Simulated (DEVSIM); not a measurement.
Device: abrupt Ge n-p junction, at 300 K.

```csv
layer (left to right),material,thickness (μm),Nd (cm⁻³),Na (cm⁻³),τn (s),τp (s)
1,Ge,0.240,5e17,-,2.9e-5,2.9e-5
2,Ge,15.0,-,3.2e15,2.9e-5,2.9e-5
```

Left contact: ohmic. Right contact: ohmic. Voltage is applied to the left contact. Recombination: SRH at mid-gap, Auger. Mobility is constant in doping. Where it depends on doping, it is μmin + (μ − μmin)/(1 + (N/Nref)^α).

This is a model device: material constants are rounded textbook-type values typed into the input, and sizes, dopings and lifetimes were drawn at random. Values at 300 K. The table also holds parameters that only a changed run uses.

```
parameter           Ge
-------------  -------
gap (eV)         0.664
affinity (eV)        4
permittivity        16
Nc (cm⁻³)      1.04e19
Nv (cm⁻³)         6e18
μn (cm²/Vs)       3900
μp (cm²/Vs)       1900
μn,min             150
μp,min             100
Nref,n          2.6e17
Nref,p            4e17
αn                0.56
αp                 0.6
Cn (cm⁶/s)       1e-31
Cp (cm⁶/s)       1e-31
```

DEVSIM, 1D drift-diffusion, Boltzmann statistics, complete ionisation; no tunnelling, impact ionisation, image-force lowering or self-heating.

Base results: dark forward voltage at 1 A/cm² (V) 0.164; dark forward voltage at 100 A/cm² (V) 0.309.

Question: What follows from this one change: thickness of layer 2 15 → 3 μm?

Answer: dark forward voltage at 1 A/cm² 0.164 → 0.124 V; dark forward voltage at 100 A/cm² 0.309 → 0.250 V.

Question: What follows from this one change: doping-dependent mobility in place of the constant one?

Answer: dark forward voltage at 1 A/cm² 0.164 → 0.168 V; dark forward voltage at 100 A/cm² little changed (0.312 V).
